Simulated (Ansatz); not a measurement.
# How far to go with the plane-wave cutoff: Ca2AsI (R3m, 4 atoms in the cell)

```
Ca2AsI
1.0
    2.20485     1.27297     7.47320
   -2.20485     1.27297     7.47320
    0.00000    -2.54594     7.47320
Ca As I
2 1 1
Direct
  0.23351   0.23351   0.23351
  0.76872   0.76872   0.76872
  0.50000   0.50000   0.50000
  0.00000   0.00000   0.00000
```

Method: LDA (PW92), default PAW files made with PBE (plane waves; Ansatz, a first-principles code).

Base settings: basis.ecutwfc = 420 eV; kpoints.mp_grid.grid = 5 5 5; hamiltonian.xc = lda; hamiltonian.pseudopotentials = {kind: paw} (the program's default PAW files); scf.occupations.method = fixed.

The second cell is the first with its lattice scaled by 0.98.

The mesh stays at the base's, so the ladder's end is converged at best in this setting alone.

The first pressure column holds Ansatz's estimate of the finite-basis (Pulay) stress, which hides part of the cutoff error; the other is without it.

Only quantities that move along the ladder and can be compared are tabulated.

The count of work is k-points × plane waves × bands × iterations; it is no time. 

The starting cell comes from a database of computed structures (which also holds hypothetical and non-ambient phases and stackings), without a prior relaxation at this level. Its lattice was rescaled by up to half a per cent. One atom was moved a little off its site on purpose. In the base run, with a pressure of about -4 GPa the cell is away from its equilibrium volume at this level.

```csv
basis.ecutwfc,free energy less the last step's (meV/atom),energy of the compressed cell less the first (meV/atom),pressure (GPa),pressure without the Pulay estimate (GPa),largest difference of a force vector from the last step's (eV/Å),count of work / last
145 eV,34947.60,7.68,-8.46,-673.07,0.252,0.062
170 eV,13222.54,-1.47,-2.82,-300.45,0.495,0.080
190 eV,6063.69,-43.12,-3.71,-156.86,0.096,0.078
210 eV,2755.46,-46.13,-3.10,-82.60,0.117,0.091
230 eV,1199.14,-30.32,-3.33,-43.04,0.040,0.11
250 eV,501.62,-30.35,-3.48,-22.52,0.024,0.12
295 eV,57.99,-29.06,-3.51,-6.46,0.008,0.16
335 eV,7.42,-29.97,-3.50,-3.93,0.002,0.19
380 eV,1.46,-29.94,-3.51,-3.54,0.000,0.23
420 eV,0.80,-29.95,-3.51,-3.52,0.000,0.27
460 eV,0.42,-29.95,-3.51,-3.52,0.000,0.31
505 eV,0.22,-29.95,-3.51,-3.51,0.000,0.35
565 eV,0.11,-29.95,-3.51,-3.51,0.000,0.42
630 eV,0.06,-29.95,-3.51,-3.51,0.000,0.49
735 eV,0.03,-29.95,-3.51,-3.51,0.000,0.62
840 eV,0.02,-29.95,-3.51,-3.51,0.000,0.75
1010 eV,0.00,-29.95,-3.51,-3.51,0.000,1.0
```

Coarsest basis.ecutwfc that holds the energy of the compressed cell less the first within 0.2 meV/atom of the last step, with all finer ones: 335 eV, at 0.19 of the last step's count of work; the step before is off by 0.89 meV/atom.

Coarsest basis.ecutwfc that holds the forces within 0.01 eV/Å of the last step, with all finer ones: 295 eV, at 0.16 of the last step's count of work; the step before is off by 0.024 eV/Å.

Coarsest basis.ecutwfc that holds the free energy within 1 meV/atom of the last step, with all finer ones: 420 eV, at 0.27 of the last step's count of work; the step before is off by 1.5 meV/atom.

The energy difference between the two cells stays within 1 meV/atom of the last step's from 230 eV on, the total only from 420 eV on: much of the error is common to both cells and cancels.

At the lowest cutoff the pressure without the Pulay estimate lies 670 GPa under the last step's, the usual sign of Pulay stress in an incomplete plane-wave basis.

Keys are those of Ansatz 0.2.
